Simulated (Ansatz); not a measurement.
Band structure of W₃N₄ (Pm-3m, 7 atoms in the cell).

```
CELL_PARAMETERS angstrom
      4.20112     0.00000     0.00000
      0.00000     4.20112     0.00000
      0.00000     0.00000     4.20112
ATOMIC_POSITIONS crystal
  W  0.00000 0.50000 0.50000
  W  0.50000 0.00000 0.50000
  W  0.50000 0.50000 0.00000
  N  0.50000 0.50000 0.50000
  N  0.00000 0.50000 0.00000
  N  0.50000 0.00000 0.00000
  N  0.00000 0.00000 0.50000
```

Method: LDA (PW92), PAW files made with PBE (plane waves; Ansatz, a program for electronic structure).

Settings: kpoints.mp_grid.grid = 9 9 9; hamiltonian.xc = lda; hamiltonian.pseudopotentials = {kind: paw} (the program's default PAW files); scf.occupations.method = gaussian; scf.occupations.width = 0.0073 Ry; kpoints.band_path.npoints = 8.

The starting cell comes from a database of computed structures (which also holds hypothetical and non-ambient phases and stackings), without a prior relaxation at this level. Its lattice was rescaled by a random factor within 2.5 % of one. Spin-orbit coupling is off. Spin polarisation is off.

Levels in eV from the Fermi level, bands 28 to 35:
```
point     28     29     30     31     32     33     34     35
-----  -----  -----  -----  -----  -----  -----  -----  -----
Γ      -3.22  -1.89  -1.89  -1.89  -0.72  -0.72  -0.72  -0.21
X      -3.40  -3.14  -1.53   0.08   0.14   0.14   0.35   0.35
M      -1.28  -0.40   0.41   0.51   0.66   0.66   1.35   1.35
R      -2.64   1.22   1.22   1.22   1.76   1.76   1.76   2.69
```

Bands cross the Fermi level along this path, so the cell is metallic at this level.

Keys are those of Ansatz 0.2.
